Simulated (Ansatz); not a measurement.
For GeSe (model structure, started from the 4H type, P6₃mc, No. 186, 8 atoms in the cell), LDA (Ansatz, an electronic-structure program, PAW) gives:

```
Property                  Result
------------------  ------------
lattice constant a       4.666 Å
c axis length           10.983 Å
cohesive energy     4.11 eV/atom
```

### Question
What does PBE (Ansatz, plane waves, PAW) give for the same quantities?

### Answer

- lattice constant a: 4.799 Å (grows by 2.9 %)
- lattice parameter c: 11.467 Å (goes up by 4.4 %)
- cohesive energy: 3.29 eV/atom (falls by 0.82 eV/atom)

Changes are worked out from the printed values.

Unless a cell is named, each level is at its own relaxed cell (LDA 25.89, PBE 28.58 Å³/atom).

Ansatz's density-functional and Hartree–Fock values are scalar-relativistic unless marked +SOC, with PAW data made under PBE.

A model structure was made by putting elements into a prototype or built by hand; it is no filed structure, need not be a known phase, and can be a saddle point held by its symmetry.
